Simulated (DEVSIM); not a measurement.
Structure: abrupt Ge n-p junction, at 300 K.

Layer 1 from the left is Ge, thickness (μm) 0.130, Nd (cm⁻³) 1.2e18, τn (s) 5.2e-5, τp (s) 5.2e-5. Layer 2 from the left is Ge, thickness (μm) 2.30, Na (cm⁻³) 9.4e17, τn (s) 5.2e-5, τp (s) 5.2e-5.

Left contact: ohmic. Right contact: ohmic. Voltage is applied to the left contact. Recombination: SRH at mid-gap, Auger. Mobility is μmin + (μ − μmin)/(1 + (N/Nref)^α).

The device is made up for the run: typed textbook-type constants, with dimensions and the other settings drawn at random. Values at 300 K.

Ge: gap (eV) 0.664, affinity (eV) 4, permittivity 16, Nc (cm⁻³) 1.04e19, Nv (cm⁻³) 6e18, μn (cm²/Vs) 3900, μp (cm²/Vs) 1900, μn,min 150, μp,min 100, Nref,n 2.6e17, Nref,p 4e17, αn 0.56, αp 0.6, Cn (cm⁶/s) 1e-31, Cp (cm⁶/s) 1e-31.

DEVSIM, 1D drift-diffusion, Boltzmann statistics, complete ionisation; no tunnelling, impact ionisation, image-force lowering or self-heating.

**Question.** What does the simulation give for the dark forward voltage at 1 A/cm², the largest field in the device at zero bias?

**Answer.** dark forward voltage at 1 A/cm² 0.237 V; largest field in the device at zero bias 250000 V/cm.
